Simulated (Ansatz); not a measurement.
The starting structures come from a database of crystals and need not be the phases stable at ambient conditions.

 Where the default PAW files enter, the runs use the earlier of Ansatz's two default sets.

By PBEsol, the system below comes out a metal.

Consider the following.

```
CELL_PARAMETERS angstrom
      2.87180     0.00000     0.00000
      1.16065     5.16599     0.00000
      0.01321    -0.67327     2.79668
ATOMIC_POSITIONS crystal
  Au 0.67286 0.72594 0.33404
  Au 0.32714 0.27406 0.66596
```

Space group of this cell: P-1. The cell is strained (all lengths scaled by 1.02); by PBEsol its mean pressure is -13.0 GPa.

The current flows along the normal of the first two printed cell vectors. No spin-orbit coupling; the value is a mean over 0.1 eV about the Fermi level.

### Question
Compute, with PBEsol in Ansatz (a quantum-chemistry and plane-wave program), the ballistic conductance per area.

### Answer
0.78 × 10¹⁵ S/m² for both spins.
